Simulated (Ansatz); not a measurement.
The starting structures come from a database of crystals and need not be the phases stable at ambient conditions.

 Where the default PAW files enter, the runs use the earlier of Ansatz's two default sets.

Inside the gap of an insulator the Bloch states are evanescent, with a wavenumber k + iκ along the transport direction.

Here is the system:

```
CaClH
1.0
    5.39760     0.00000     0.00000
    0.00000     6.90281     0.00000
    2.69880     0.00000     2.69880
Ca H Cl
2 2 2
Direct
  0.00000   0.80792   0.50000
  0.50000   0.19208   0.50000
  0.50000   0.00000   0.00000
  0.00000   0.00000   0.00000
  0.50000   0.65284   0.50000
  0.00000   0.34716   0.50000
```

Space group of this cell: P4/nmm. The cell is taken as given.

Transport runs along the normal of the first two printed cell vectors, the (110) plane of the conventional cell.

The gap is the functional's own. No spin-orbit coupling. Mid-gap values are interpolated on the energy grid.

Compute, with r2SCAN (Ansatz, a first-principles code), the band gap and the smallest decay constant κ at mid-gap.

Gap 4.24 eV on a 12×6×12 mesh; κ = 0.456 1/Å, at (0.000, 0.500) of the in-plane reciprocal vectors. At the zone centre, at the nearest computed energy, the slowest state has κ = 0.47 1/Å.
